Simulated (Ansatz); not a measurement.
# Effective masses and thermopower of ZnSe (F-43m)

```
CELL_PARAMETERS angstrom
      0.00000     2.83289     2.83289
      2.83289     0.00000     2.83289
      2.83289     2.83289     0.00000
ATOMIC_POSITIONS crystal
  Zn 0.00000 0.00000 0.00000
  Se 0.75000 0.75000 0.75000
```

The numbers are results of r2SCAN with spin-orbit coupling, rigid bands (plane waves, PAW; Ansatz, a quantum-chemistry and plane-wave program), not measurements. How the cell was made: cell and atoms relaxed with r2SCAN.

- band gap = 1.74 eV
- electron conductivity mass (300 K, dilute) = 0.133 mₑ
- hole conductivity mass (300 K, dilute) = 0.68 mₑ
- effective density of states N_c (300 K) = 1.1e18 cm⁻³
- effective density of states N_v (300 K) = 2.7e19 cm⁻³
- density-of-states mass, electrons = 0.128 mₑ
- density-of-states mass, holes = 1.04 mₑ
- Seebeck coefficient, n-type 1e19 cm⁻³, 300 K = -81 μV/K
- Seebeck coefficient, p-type 1e19 cm⁻³, 300 K = 304 μV/K

Rigid bands; masses and Seebeck coefficients take one relaxation time τ for all states and one kind of carrier; polarons and phonon drag are left out.
